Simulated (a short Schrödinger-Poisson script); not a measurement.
Structure: gated Al0.33Ga0.67As/GaAs δ-doped gas, at 20 K.

```
layer        material  thickness (nm)  Na (cm⁻³)
-----  --------------  --------------  ---------
1      Al0.33Ga0.67As              30          -
2      Al0.33Ga0.67As               5          -
3                GaAs            6000       3e15
```

The device is made up for the run: typed textbook-type constants, with dimensions and the other settings drawn at random. Al0.33Ga0.67As: permittivity 11.96, conduction-band edge (eV) 0.261, gap (eV) 1.836, electron mass (mₑ) 0.0944, Nv at 300 K (cm⁻³) 9e18. GaAs: permittivity 12.9, conduction-band edge (eV) 0, gap (eV) 1.424, Nv at 300 K (cm⁻³) 9e18.

Channel valleys (confinement mass, in-plane density-of-states mass, number): Γ 0.067, 0.067, 1. At the gate the conduction-band edge of layer 1 lies 1.01 eV − eVg above the Fermi level of the channel; the field vanishes at the back. Sheet of ionised δ-doping: +2e12 e/cm² at 30 nm from the gate. The barrier under the gate holds no holes. Gaps are held at their typed values at every temperature. Mesh 0.08 nm at interfaces.

From a short Schrödinger-Poisson script (our own, NumPy): 1D Poisson equation in equilibrium, electrons quantum, Hartree (BenDaniel-Duke, 40 states a valley, the channel's in-plane mass for all, wave functions free to enter the barrier), parabolic valleys, classical holes, full ionisation, no traps, pinning or gate leakage.

The same stack at other levels of the model or other numerical settings:

```csv
run,sheet density of all electrons at Vg = 0.5 V (cm⁻²),capacitance at Vg = 0.5 V (μF/cm²),centroid of the channel electrons at Vg = 0.5 V (nm),gate voltage at 1e11 electrons/cm² (V),rough cost against the base
base,7.97e11,0.267,4.95,0.08,about 1
"electrons treated as classical, Boltzmann",9.66e11,0.300,0.32,0.04,0.02
"electrons treated as classical, Fermi-Dirac",8.23e11,0.267,3.47,0.05,0.1
"electrons treated as quantum, Hartree plus LDA exchange-correlation",8.17e11,0.270,4.80,0.07,about 1
mesh six times as coarse,7.97e11,0.267,4.92,0.08,0.2
one subband a valley,7.97e11,0.267,4.95,0.08,0.3
```

The classical rows ignore confinement, and Boltzmann statistics overrate the density once the band edge passes the Fermi level.
